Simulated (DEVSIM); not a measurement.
Structure: abrupt Ge n-p junction, at 350 K.

```tsv
layer (left to right)	material	thickness (μm)	Nd (cm⁻³)	Na (cm⁻³)	τn (s)	τp (s)
1	Ge	10.0	1.1e15	-	5e-6	5e-6
2	Ge	75.0	-	5.8e16	5e-6	5e-6
```

Left contact: ohmic. Right contact: ohmic. Voltage is applied to the left contact. Recombination: SRH at mid-gap, radiative, Auger. Mobility is μmin + (μ − μmin)/(1 + (N/Nref)^α).

The device is made up for the run: typed textbook-type constants, with dimensions and the other settings drawn at random. Values at 300 K; Nc and Nv go as T^1.5, mobilities as T to minus their exponent, the gap by Varshni's rule with the affinity fixed.

| parameter | Ge |
|---|---|
| gap (eV) | 0.664 |
| affinity (eV) | 4 |
| permittivity | 16 |
| Nc (cm⁻³) | 1.04e19 |
| Nv (cm⁻³) | 6e18 |
| μn (cm²/Vs) | 3900 |
| μp (cm²/Vs) | 1900 |
| μn,min | 150 |
| μp,min | 100 |
| Nref,n | 2.6e17 |
| Nref,p | 4e17 |
| αn | 0.56 |
| αp | 0.6 |
| T exponent of μn | 1.66 |
| T exponent of μp | 2.33 |
| B (cm³/s) | 6.4e-14 |
| Cn (cm⁶/s) | 1e-31 |
| Cp (cm⁶/s) | 1e-31 |
| Varshni α (eV/K) | 0.000477 |
| Varshni β (K) | 235 |

DEVSIM, 1D drift-diffusion, Boltzmann statistics, complete ionisation; no tunnelling, impact ionisation, image-force lowering or self-heating.

Question: Give the dark forward current.

Answer: 
| V (V) | J (A/cm²) |
|---|---|
| -0.05 | -1.1 |
| -0.10 | -5.2 |
| -0.15 | -16 |
| -0.20 | -35 |
| -0.25 | -63 |
| -0.30 | -100 |
| -0.35 | -150 |
| -0.40 | -210 |
| -0.45 | -280 |
| -0.50 | -360 |
| -0.55 | -460 |
| -0.60 | -570 |
| -0.65 | -690 |
| -0.70 | -830 |
| -0.75 | -990 |
| -0.80 | -1200 |
| -0.85 | -1300 |
| -0.90 | -1500 |
| -0.95 | -1800 |
| -1.00 | -2000 |
| -1.05 | -2200 |
